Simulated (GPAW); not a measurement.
Input and output of a self-consistent single point for NiPt (P4mm, 2 atoms in the cell) (GPAW).

Level of theory: PBEsol, GPAW PAW datasets PBEsol (made by gpaw-setup) (plane waves; GPAW).

```yaml
crystal:
  lattice:
    - [2.69639, 0.00000, 0.00000]
    - [0.00000, 2.69639, 0.00000]
    - [0.00000, 0.00000, 3.56043]
  atoms:
    - { symbol: Ni, position: [0.50000, 0.50000, 0.51404], spin: 2.0 }
    - { symbol: Pt, position: [0.00000, 0.00000, 0.00000], spin: 1.0 }
```
(The spins are starting values, not results.)

Reference input (self-consistent single point, DFT PBEsol, plane waves, GPAW PAW datasets PBEsol (made by gpaw-setup)): spinpol = true; mode = pw; ecut = 850 eV; xc = PBEsol; kpts = 6 6 4; mesh shift (steps) = 0 0 0; occupations.name = fermi-dirac; occupations.width = 0.1 eV; nbands = -8; convergence.density = 1e-05 e/electron; convergence.energy = 1e-05 eV/electron; symmetry.symmorphic = false. This run's input differs from it in these lines:

```diff
@@ -17,3 +17,3 @@
             xc='PBEsol',
-            kpts={'size': (6, 6, 4), 'gamma': True},
+            kpts={'size': (2, 2, 2), 'gamma': True},
             occupations=FermiDirac(0.1),
```

Output, abridged:

```
     iter     time        total  log10-change:  magmom
                         energy   eigst   dens
iter:   1 --:--:--   -22.316534                   +2.9992
iter:   2 --:--:--   -17.597778   -0.81  -1.17    +1.3114
iter:   3 --:--:--   -15.622259   -0.89  -1.26    +0.6371
iter:   4 --:--:--   -15.078153   -3.04  -1.27    +0.7452
iter:   5 --:--:--   -13.332096   -1.56  -1.30    +1.1037
   [... 45 lines left out ...]
iter:  51 --:--:--   -12.961919   -4.75  -2.97    +2.1763
iter:  52 --:--:--   -12.964131   -4.70  -3.21    +2.1768
iter:  53 --:--:--   -12.962388   -4.67  -3.11    +2.1783
   [... lines left out ...]
iter: 150 --:--:--   -12.963237c  -7.01  -4.60    +2.0793

Did not converge!

Here are some tips:

1) Make sure the geometry and spin-state is physically sound.
2) Use less aggressive density mixing.
3) Solve the eigenvalue problem more accurately at each scf-step.
4) Use a smoother distribution function for the occupation numbers.
5) Try adding more empty states.
6) Use enough k-points.
7) Don't let your structure optimization algorithm take too large steps.
8) Solve the Poisson equation more accurately.
9) Better initial guess for the wave functions.

See details here:

    https://gpaw.readthedocs.io/documentation/convergence.html
Traceback (most recent call last):
   [... frames left out ...]
gpaw.KohnShamConvergenceError: Did not converge!  See text output for help.
```

The run ended unconverged after 150 iterations. 

The starting cell comes from a database of computed structures (which also holds hypothetical and non-ambient phases and stackings), without a prior relaxation at this level. Its lattice was rescaled by up to half a per cent. One atom was moved a little off its site on purpose.

Cost on one core of a shared machine: roughly 2 min.
